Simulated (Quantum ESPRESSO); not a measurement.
Quantum ESPRESSO run on AsO₂ (Pnma, 24 atoms in the cell): self-consistent single point.

Level of theory: LDA (PZ), GBRV 1.5 ultrasoft (LDA) pseudopotentials (plane waves; Quantum ESPRESSO 7.5).

```yaml
crystal:
  lattice:
    - [8.61477, 0.00000, 0.00000]
    - [0.00000, 5.26351, 0.00000]
    - [0.00000, 0.00000, 7.29484]
  atoms:
    - { symbol: As, position: [0.76593, 0.25000, 0.69932] }
    - { symbol: As, position: [0.23407, 0.75000, 0.30068] }
    - { symbol: As, position: [0.73407, 0.75000, 0.19932] }
    - { symbol: As, position: [0.26593, 0.25000, 0.80068] }
    - { symbol: As, position: [0.57412, 0.25000, 0.33007] }
    - { symbol: As, position: [0.42588, 0.75000, 0.66993] }
    - { symbol: As, position: [0.92588, 0.75000, 0.83007] }
    - { symbol: As, position: [0.07412, 0.25000, 0.16993] }
    - { symbol: O, position: [0.40903, 0.25000, 0.44274] }
    - { symbol: O, position: [0.59097, 0.75000, 0.55726] }
    - { symbol: O, position: [0.09097, 0.75000, 0.94274] }
    - { symbol: O, position: [0.90903, 0.25000, 0.05726] }
    - { symbol: O, position: [0.74795, 0.25000, 0.44924] }
    - { symbol: O, position: [0.25205, 0.75000, 0.55076] }
    - { symbol: O, position: [0.75205, 0.75000, 0.94924] }
    - { symbol: O, position: [0.24795, 0.25000, 0.05076] }
    - { symbol: O, position: [0.08811, 0.99574, 0.31793] }
    - { symbol: O, position: [0.91189, 0.00426, 0.68207] }
    - { symbol: O, position: [0.41189, 0.00426, 0.81793] }
    - { symbol: O, position: [0.58811, 0.99574, 0.18207] }
    - { symbol: O, position: [0.58811, 0.50426, 0.18207] }
    - { symbol: O, position: [0.41189, 0.49574, 0.81793] }
    - { symbol: O, position: [0.91189, 0.49574, 0.68207] }
    - { symbol: O, position: [0.08811, 0.50426, 0.31793] }
```

Reference input (self-consistent single point, DFT, LDA (PZ), plane waves, GBRV 1.5 ultrasoft (LDA) pseudopotentials): ecutwfc = 40 Ry; ecutrho = 200 Ry; occupations = smearing; smearing = gaussian; degauss = 0.000734986 Ry; potentials = {As: as_lda_v1.uspp.F.UPF, O: o_lda_v1.2.uspp.F.UPF}; K_POINTS = automatic 3 5 4 0 0 0; conv_thr = 1e-09 Ry. This run's input differs from it in these lines:

```diff
@@ -12,4 +12,4 @@
   ntyp = 2,
-  ecutwfc = 40,
-  ecutrho = 200,
+  ecutwfc = 24,
+  ecutrho = 120,
   occupations = 'smearing',
```

Output (repeated stretches shortened):

```
     Self-consistent Calculation

     iteration #  1     ecut=    24.00 Ry     beta= 0.70

     total energy              =    -830.97456218 Ry
     estimated scf accuracy    <       5.14471138 Ry

     iteration #  2     ecut=    24.00 Ry     beta= 0.70

     total energy              =    -832.14657246 Ry
     estimated scf accuracy    <       6.31352788 Ry

     iteration #  3     ecut=    24.00 Ry     beta= 0.70

     total energy              =    -833.31412951 Ry
     estimated scf accuracy    <       0.04672127 Ry

   [... 7 blocks of this kind left out ...]

     iteration # 11     ecut=    24.00 Ry     beta= 0.70

     total energy              =    -833.33243471 Ry
     estimated scf accuracy    <          1.4E-09 Ry

     iteration # 12     ecut=    24.00 Ry     beta= 0.70
     End of self-consistent calculation

     the Fermi energy is     3.4823 ev

!    total energy              =    -833.33243471 Ry
     estimated scf accuracy    <          3.5E-11 Ry
     smearing contrib. (-TS)   =      -0.00000000 Ry
     internal energy E=F+TS    =    -833.33243471 Ry

     convergence has been achieved in  12 iterations

     Forces acting on atoms (cartesian axes, Ry/au):

     atom    1 type  1   force =    -0.02779311    0.00000000    0.02236538
     atom    2 type  1   force =     0.02779311   -0.00000000   -0.02236538
     atom    3 type  1   force =     0.02779311   -0.00000000    0.02236538
     atom    4 type  1   force =    -0.02779311    0.00000000   -0.02236538
     atom    5 type  1   force =     0.00368309    0.00000000    0.00651561
   [... lines left out ...]

     Total force =     0.130859     Total SCF correction =     0.000014

          total   stress  (Ry/bohr**3)                   (kbar)     P=     -347.65
  -0.00227093   0.00000000   0.00000000         -334.07        0.00        0.00
   0.00000000  -0.00243407   0.00000000            0.00     -358.06        0.00
   0.00000000   0.00000000  -0.00238482            0.00        0.00     -350.82

   JOB DONE.
```

The run converged in 12 iterations. Against the reference run the free energy goes up by 661 meV/atom, the pressure goes from 1.69 to -34.76 GPa, the largest force goes from 0.747 to 0.917 eV/Å and the gap on the mesh goes from 3.716 to 3.672 eV.

The starting cell comes from a database of computed structures (which also holds hypothetical and non-ambient phases and stackings), without a prior relaxation at this level. At the lowered cutoff the pressure carries the error of an incomplete plane-wave basis.

Cost on one core of a shared machine: roughly 4 min.
